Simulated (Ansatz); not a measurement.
The reference is Tl in the hcp (Mg type) structure (space group P6_3/mmc, No. 194; a = 3.4761 Å, c = 5.4715 Å; relaxed with 0.1 eV smearing). Axes: x lies along a and z along c of the hexagonal cell.

The values are results of plane-wave PAW DFT at the PBEsol level (Ansatz, a quantum-chemistry and plane-wave program, 420 eV), no spin-orbit coupling, not measurements.

Base values:

```
Quantity    Value
--------  -------
Pressure  0.0 GPa
```

Modification: uniaxial strain ε_xx = −1.00 %, all other strain components held at zero, atoms relaxed at fixed cell.

Question: What happens to the pressure, largest internal atomic displacement and energy relative to the base?

Answer: The pressure (mean of the normal stresses, compression positive) goes from zero to 0.4 GPa; the largest internal atomic displacement amounts to 0.011 Å; the energy grows by 0.4 meV/atom.

Stability against distortions was not tested.
